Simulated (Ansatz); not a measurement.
Fluorite HfO2 (high-temperature phase), treated with PBE0 (Ansatz, an electronic-structure program, PAW).

The input as run:

Ansatz 0.2 input:
```yaml
crystal:
  lattice:
    - [0.0, 2.5293061151, 2.5293061151]
    - [2.5293061151, 0.0, 2.5293061151]
    - [2.5293061151, 2.5293061151, 0.0]
  atoms:
    - { symbol: Hf, position: [0.0, 0.0, 0.0] }
    - { symbol: O, position: [0.75, 0.75, 0.75] }
    - { symbol: O, position: [0.25, 0.25, 0.25] }
kpoints:
  mp_grid: { grid: [8, 8, 8] }
hamiltonian:
  xc: pbe0
  pseudopotentials: { kind: paw }
  dispersion: none
scf:
  occupations: { method: gaussian, width: 0.02 }
output:
  forces: true
  stress: true
  eigenvalues: true
basis:
  ecutwfc: 500
  ecutrho_ratio: 4
  xc_grid: 2
magnetization:
  spin_polarized: false
```

The run printed, among other lines:

```
WARN output.stress: scf.convergence.dr2_threshold = 1e-7 eV (the SCF's general default) is looser than the 3e-10 eV advised for a printed stress (1e-10 eV for …
WARN output.stress: scf.exx.energy_threshold = 1e-6 eV is looser than the 3e-8 eV advised for a stress under a hybrid functional (1e-8 eV for each atom of the …
Crystal: 3 atoms, lattice volume = 32.362 Å³
Basis set: ecut = 500 eV, 869 PW (Γ), exchange–correlation on 54×54×54 points (8 copies of the dense FFT grid, shifted against one another)
Bands: 23, of which v1, the nominal top of the filled ones, is band 19 counted from 1 (18 counted from 0)
Symmetry: 48 space group operations
Space group: Fm-3m (ITA 225), of the structure as read, at distance tolerance 3.2e-5 Å
k-points: 29 of 512
Functional: x = pbe(κ = 0.804, μ = 0.2195149727645171), c = pbe(β = 0.06672455060314922), warm-up for x = 0.75 pbe(κ = 0.804, μ = 0.2195149727645171) + 0.25 exact, c = pbe(β = 0.06672455060314922)
SCF iter   1: F=—  HF=-16861.411869 eV  |F-HF|=—  |Δ(HF+E_count)|=         —  Δρ=2.61e-3  dr2=9.74e-4
SCF iter   2: F=-16861.412634 eV  HF=-16861.412528 eV  |F-HF|=1.06e-4  |Δ(HF+E_count)|=   6.59e-4  Δρ=1.41e-3  dr2=3.19e-4
Crystal: 3 atoms, lattice volume = 32.362 Å³
Initial density: handed on by an earlier stage of this run
Functional: x = 0.75 pbe(κ = 0.804, μ = 0.2195149727645171) + 0.25 exact, c = pbe(β = 0.06672455060314922)
  ...
Crystal: 3 atoms, lattice volume = 32.362 Å³
SCF 3 converged in 4 iterations: F = -16859.517865 eV  dr2 = 1.03e-8
Crystal: 3 atoms, lattice volume = 32.362 Å³
SCF iter   1: F=—  HF=-16859.517865 eV  |F-HF|=—  |Δ(HF+E_count)|=         —  Δρ=1.09e-5  dr2=3.26e-8
SCF iter   2: F=-16859.517865 eV  HF=-16859.517865 eV  |F-HF|=1.42e-10  |Δ(HF+E_count)|=   1.24e-8  Δρ=1.29e-6  dr2=5.80e-10
SCF 4 converged in 2 iterations: F = -16859.517865 eV  dr2 = 5.80e-10
Free energy (F): -16859.517865 eV
Internal energy: -16859.517865 eV  (E = F + TS)
E sigma→0 (E₀):  -16859.517865 eV
Fermi energy:    17.854994 eV
--- Forces (eV/Å), atoms counted from 1 ---
  atom   1  Hf     0.00000000    -0.00000000    -0.00000000
  atom   2  O      0.00000000    -0.00000000    -0.00000000
  atom   3  O      0.00000000     0.00000000    -0.00000000
--- Stress (GPa, compression-positive) ---
       -0.306786       0.000000       0.000000
       -0.000000      -0.306786      -0.000000
        0.000000      -0.000000      -0.306786
  P = ⅓ Tr σ = -0.3068 GPa (-3.068 kbar)
```

The PAW data were made under PBE.

Note: symmetry holds this phase in the static calculation, where it need not be a minimum. Note: held by symmetry at 0 K, a high-temperature phase can be a saddle point. Note: cell and atoms aren't relaxed at this level (pressure -0.3 GPa).

The result took roughly 3.0 core-minutes.
